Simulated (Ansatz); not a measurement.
The reference is ZnCu in the CsCl type structure (space group Pm-3m, No. 221; a = 2.908 Å; relaxed with 0.1 eV smearing). Axes: x, y, z lie along the cube axes.

Computed with DFT with PBEsol, PAW potentials and a 420 eV plane-wave cutoff in Ansatz (a quantum-chemistry and plane-wave program), no spin-orbit coupling.

Before the change:

- Pressure: 0.0 GPa

It is then changed as follows: compressive biaxial strain of 0.42 % in the plane normal to [111], as in epitaxy on a mismatched substrate; the out-of-plane cell vector and the atoms relax.

Problem. What does the calculation give for the out-of-plane strain after the change?

Solution. The out-of-plane strain amounts to +0.23 %.

Problem. What does the calculation give for the pressure after the change?

Solution. The pressure (mean of the normal stresses, compression positive) goes from zero to 0.9 GPa.

No phonon test of stability was made. The final runs are not spin-polarised.
